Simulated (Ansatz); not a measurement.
Consider MoSi$_{2}$ (space group I4/mmm, No. 139; a = 3.190 Å, c = 7.821 Å).

Calculations: DFT with PBEsol, PAW potentials and a 420 eV plane-wave cutoff in Ansatz (a program for electronic structure), no spin-orbit coupling.

Base values:

```
Quantity            Value
---------------  --------
Volume per atom  13.27 Å³
c/a ratio           2.451
```

Now apply this change: a hydrostatic pressure of 7.5 GPa.

Question: What happens to the volume per atom?

Answer: The volume per atom falls by 0.42 Å³ to 12.85 Å³.

Question: What does the calculation give for the c/a ratio after the change?

Answer: The c/a ratio increases by 0.0054 to 2.457.

Load acts through the strain it causes; cell and atoms are relaxed under it. Whether these cells are dynamically stable was not tested. No other phases were tried under pressure. The final runs are not spin-polarised.
